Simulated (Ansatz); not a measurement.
Ansatz (a quantum-chemistry and plane-wave program) run on BC₇ (P1, 8 atoms in the cell): self-consistent single point.

Method: LDA (PW92), PAW files made with PBE (plane waves; Ansatz).

```
CELL_PARAMETERS angstrom
      2.53582     0.00000     0.00000
     -1.26791     2.19609     0.00000
      0.00000     0.00000     8.52227
ATOMIC_POSITIONS crystal
  B  0.00397 0.99657 0.32215
  C  0.00285 0.00148 0.51108
  C  0.33352 0.65932 0.99752
  C  0.34313 0.67500 0.81952
  C  0.66444 0.33841 0.75349
  C  0.64238 0.31644 0.57265
  C  0.67394 0.32819 0.06597
  C  0.66910 0.35126 0.24009
```

Reference input (self-consistent single point, DFT, PBEsol, plane waves, PAW files made with PBE): kpoints.mp_grid.grid = 10 10 3; hamiltonian.xc = pbesol; hamiltonian.pseudopotentials = {kind: paw} (the program's default PAW files); scf.occupations.method = gaussian; scf.occupations.width = 0.0147 Ry. This run's input differs from it in these lines:

Ansatz 0.2 input:
```diff
@@ -19,3 +19,3 @@
 hamiltonian:
-  xc: pbesol
+  xc: lda
   pseudopotentials:
```

Output, abridged:

```
SCF iter   1: F=—  HF=-1853.825882 eV  |F-HF|=—  |Δ(HF+E_count)|=         —  Δρ=1.41e-1  dr2=2.32e1  ethr=3.10e-3  ⟨swp⟩=5.4  Hψ=17022  notcnv=0
all-band conjugate gradients solve this SCF's bands
preconditioner: auto → none
SCF iter   2: F=—  HF=-1852.236467 eV  |F-HF|=—  |Δ(HF+E_count)|=    1.59e0  Δρ=9.56e-2  dr2=1.85e1  ethr=3.10e-3  ⟨swp⟩=2.8  Hψ=7969  notcnv=0  defer=399
   [... lines left out ...]
SCF iter   5: F=—  HF=-1849.559512 eV  |F-HF|=—  |Δ(HF+E_count)|=   3.80e-3  Δρ=1.35e-3  dr2=1.40e-3  ethr=7.65e-5  ⟨swp⟩=2.5  Hψ=5146  notcnv=0  defer=407
SCF iter   6: F=—  HF=-1849.559091 eV  |F-HF|=—  |Δ(HF+E_count)|=   4.22e-4  Δρ=3.08e-4  dr2=8.78e-5  ethr=4.52e-6  ⟨swp⟩=2.0  Hψ=5062  notcnv=0  defer=406
SCF iter   7: F=—  HF=-1849.559066 eV  |F-HF|=—  |Δ(HF+E_count)|=   2.41e-5  Δρ=8.18e-5  dr2=1.88e-6  ethr=2.83e-7  ⟨swp⟩=2.0  Hψ=4898  notcnv=0  defer=407
SCF iter   8: F=-1849.559066 eV  HF=-1849.559066 eV  |F-HF|=9.52e-9  |Δ(HF+E_count)|=   2.12e-7  Δρ=1.62e-5  dr2=4.37e-8  ethr=3.23e-10  ⟨swp⟩=11.0  Hψ=22893  notcnv=0
SCF 1 converged in 8 iterations: F = -1849.559066 eV  dr2 = 4.37e-8
Free energy (F): -1849.559066 eV
Internal energy: -1849.537574 eV  (E = F + TS)
E sigma→0 (E₀):  -1849.548320 eV
Entropy (-TS):   -0.021492 eV (-2.687 meV/atom)
Fermi energy:    11.492314 eV
--- Forces (eV/Å), atoms counted from 1 ---
  atom   1  B     -0.15394811     0.32622427     0.07582590
  atom   2  C     -1.11299600    -0.76836257     0.06946367
  atom   3  C      0.28223203     0.37323138     1.51619597
  atom   4  C     -0.63811463    -0.43961645    -1.50134051
  atom   5  C      0.44837974    -0.04947059     0.76657068
  atom   6  C      1.35476063     1.07227895     0.41774485
  atom   7  C     -0.51730596     0.10496657    -0.88015091
  atom   8  C      0.33701615    -0.61924878    -0.46421402
--- Stress (GPa, compression-positive) ---
      -13.954522       1.260079       0.531542
        1.260079     -12.124328      -0.150834
        0.531544      -0.150834     -13.920278
  P = ⅓ Tr σ = -13.3330 GPa (-133.330 kbar)
  The stress holds the Pulay correction. Without it, at fixed plane waves, as pw.x and ABINIT print it: P = -14.0185 GPa
```

The run converged in 8 iterations. Against the reference run the pressure goes from -5.71 to -13.33 GPa and the largest force goes from 1.807 to 1.778 eV/Å.

The starting cell comes from a database of computed structures (which also holds hypothetical and non-ambient phases and stackings), without a prior relaxation at this level. Its atoms were displaced at random from the sites of space group no. 156. With a pressure of about -13 GPa the cell is away from its equilibrium volume at this level. Forces in this geometry exceed 1 eV/Å. Ansatz's pressure includes its estimate of the finite-basis (Pulay) stress. Without the estimate this run gives -14.02 GPa.
